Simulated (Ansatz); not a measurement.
Effective masses and thermopower of Si (I4_1/amd)

```
Si
1.0
    0.00000     2.68642     2.83230
    2.68642     0.00000     2.83230
    2.68642     2.68642     0.00000
Si
2
Direct
  0.00000   0.00000   0.00000
  0.25000   0.25000   0.25000
```

Level of theory: r2SCAN with spin-orbit coupling, rigid bands (plane waves, PAW; Ansatz, an electronic-structure program). Condition of this run: uniaxial stress along [001] of -5.4 GPa (compression positive) (the target of the relaxation). Cell: cell and atoms relaxed with PBEsol, then loaded as said.

```json
{
 "band_gap": "0.48 eV",
 "electron conductivity mass (300 K, dilute)": "0.34 (x), 0.34 (y), 0.21 (z) mₑ",
 "hole conductivity mass (300 K, dilute)": "0.25 (x), 0.25 (y), 0.28 (z) mₑ",
 "effective density of states N_c (300 K)": "2.0e19 cm⁻³",
 "effective density of states N_v (300 K)": "9.7e18 cm⁻³",
 "density_of_states_mass_electrons": "0.86 mₑ",
 "density_of_states_mass_holes": "0.53 mₑ",
 "Seebeck coefficient, n-type 1e19 cm⁻³, 300 K": "-275 μV/K",
 "best n-type power factor at 300 K for τ = 10 fs (best axis; densities from 1e16 to 1e21 cm⁻³ tried, whether or not they can be reached)": "14.3 μW/(cm·K²) at 1e20 cm⁻³",
 "Seebeck coefficient, p-type 1e19 cm⁻³, 300 K": "256 μV/K",
 "best p-type power factor at 300 K for τ = 10 fs (best axis; densities from 1e16 to 1e21 cm⁻³ tried, whether or not they can be reached)": "10.1 μW/(cm·K²) at 3e19 cm⁻³"
}
```

Rigid bands; masses and Seebeck coefficients take one relaxation time τ for all states and one kind of carrier; polarons and phonon drag are left out. Geometry: cell and atoms relaxed with PBEsol.
